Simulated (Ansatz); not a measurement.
## Carrier doping in AlP

Consider AlP in the zinc blende structure (space group F-43m, No. 216).

```xyz
2
Lattice="0.0000 2.7539 2.7539 2.7539 0.0000 2.7539 2.7539 2.7539 0.0000" Properties=species:S:1:pos:R:3 pbc="T T T"
P      1.3769     1.3769     1.3769
Al     0.0000     0.0000     0.0000
```

Carriers are added at fixed cell with a uniform background; the Fermi–Dirac width is that of 300 K.

Method: PBE/PAW in Ansatz (an electronic-structure program), spin-orbit coupling left out.

Notes on the quantities. Fermi level from band edge: Fermi level relative to the doped band's edge (positive inside the band; to 0.05 eV).

| hole density (10^21 cm⁻³) | Fermi level from band edge (eV) |
|---|---|
| 0.7 | 0.10 |
| 1.5 | ? |
| 2 | 0.25 |
| 5 | 0.40 |

Task: Fit E_F = C n^s, fitted as a line in log–log form (a parabolic band gives s = 2/3) to the rows shown and predict the withheld row.

Result: Least squares on the printed values gives C = 0.14 eV, s = 0.71 (largest residual 0.03 eV); this predicts 0.18 eV, and the run gives 0.20 eV, in agreement.

Charged cell with a jellium background: band edges are those of the host's band count, energies are not comparable with the neutral cell, and many-body gap narrowing is missing. No phonon test of stability was made.
